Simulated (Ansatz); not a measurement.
# How the equilibrium volume per atom of TaC (model structure, within 0.1 Å of Fm-3m, No. 225, 8 atoms in the cell) moves with the method

No measured value is used here.

```
level (code)         value (Å³/atom)
-------------------  ---------------
PBE (Ansatz)                   11.20
PBEsol (Ansatz)                10.94
PBE-D3(BJ) (Ansatz)            10.97
```

Density-functional levels without +SOC have no spin–orbit coupling. Ansatz's density-functional and Hartree–Fock values are scalar-relativistic unless marked +SOC, with PAW data made under PBE.

A model structure was made by putting elements into a prototype or built by hand; here it ended with the formula and space group of a phase in our tables.

Ansatz is a program for electronic structure.
